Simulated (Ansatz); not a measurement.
Take CdS in the zinc blende structure (space group F-43m, No. 216) as the base.

CdS is taken in the cubic space group F-43m (No. 216), the zinc blende structure, Pearson symbol cF8. Conventional cell: a = 5.927 Å, b = 5.927 Å, c = 5.927 Å, α = 90.00°, β = 90.00°, γ = 90.00°. S on 4c has 4 Cd at 2.566 Å (tetrahedral). Cd on 4a sees 4 S at 2.566 Å (tetrahedral). (Neighbours: up to the widest gap in distance over summed covalent radii, below 1.35, at either atom; cation-cation and far metal-metal contacts left out.)
(The calculation used a cell of 2 atoms; values per cell refer to that cell.)

Calculations: PBE (Ansatz, a program for electronic structure, PAW, no SOC).

Now apply this change: full substitution S → Se, then cell and atoms are relaxed.

Measured band gap: CdS 2.48 eV (0 K or low temperature; as listed in arXiv:1206.3780); CdSe 1.77 eV (0 K or low temperature; as listed in arXiv:1206.3780).

Measured lattice parameter a: CdS 5.832 Å (room temperature; as listed in arXiv:1206.3780); CdSe 6.077 Å (room temperature; as listed in arXiv:1206.3780).

Q: How well does PBE reproduce the measured shift?

A: With PBE the band gap moves by -0.55 eV (1.04 → 0.50) against -0.71 eV measured; the lattice parameter a moves by +0.269 Å (5.927 → 6.196) against +0.245 Å measured.

Whether these cells are dynamically stable was not tested.
